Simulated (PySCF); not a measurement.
PySCF 2.14.0, B3LYP/def2-svpd, df: Sn(F)2(Br)(OMe) (C[O][Sn]([F])([F])[Br]), 9 atoms. The geometry is a generated start, not checked to be a minimum at this level.

```
Quantity                                            Result
-------------------------  -------------------------------
task                                                energy
method                                               b3lyp
basis                                            def2-svpd
two-electron scheme                        density fitting
mol.max_memory                                     3000 MB
mf.max_cycle                                           100
mf.init_guess                              minao (default)
mf.conv_tol                                1e-09 (default)
mf.grids.level                                 3 (default)
effective core potentials  those of the basis set, past Kr
basis functions                                        186
grid points                                         128536
```

```xyz
9

C     -1.5753    -0.0937     0.0300
O     -0.5597     0.7916    -0.3148
Sn     1.4154     0.2659    -0.1393
F      2.0069    -0.8029    -1.7337
F      2.6178     1.8605    -0.0931
Br     1.7401    -1.1447     1.8989
H     -1.6514    -0.9419    -0.6551
H     -1.5081    -0.4443     1.0662
H     -2.4857     0.5095    -0.0591
```

With the defaults (mf.DIIS = CDIIS, mf.diis = true, mf.damp = 0, mf.diis_start_cycle = 1, newton = off, mf.diis_damp = 0, mf.diis_space = 8, mf.level_shift = 0) it converges in 17 Fock builds. One run each on 2 threads, 1 BLAS thread, with these changes:
- mf.diis = false, mf.damp = 0.7, mf.diis_start_cycle = 999
- mf.diis_space = 5
- mf.DIIS = EDIIS
- mf.diis_damp = 0.3
- mf.damp = 0.3, mf.diis_start_cycle = 4
- mf.diis = false
- newton = Hessian by the SCF's own integrals
- mf.diis_space = 3
- mf.level_shift = 0.1 Hartree

**Question.** Name the settings that don't reach the solution of the defaults.

**Answer.** No convergence: mf.DIIS = EDIIS; mf.diis = false (the run ends without SCF convergence in 100 cycles). The rest reach the solution of the defaults.

| setting | Fock builds | end |
|---|---|---|
| mf.diis_damp = 0.3 | 16 | same solution |
| the defaults | 17 | same solution |
| mf.level_shift = 0.1 Hartree | 18 | same solution |
| mf.diis_space = 5 | 18 | same solution |
| mf.damp = 0.3, mf.diis_start_cycle = 4 | 25 | same solution |
| mf.diis = false, mf.damp = 0.7, mf.diis_start_cycle = 999 | 29 | same solution |
| mf.diis_space = 3 | 31 | same solution |
| newton = Hessian by the SCF's own integrals | 78 | same solution |
| mf.DIIS = EDIIS | 101 | no convergence |
| mf.diis = false | 101 | no convergence |

Under newton the count holds the products with the orbital Hessian.
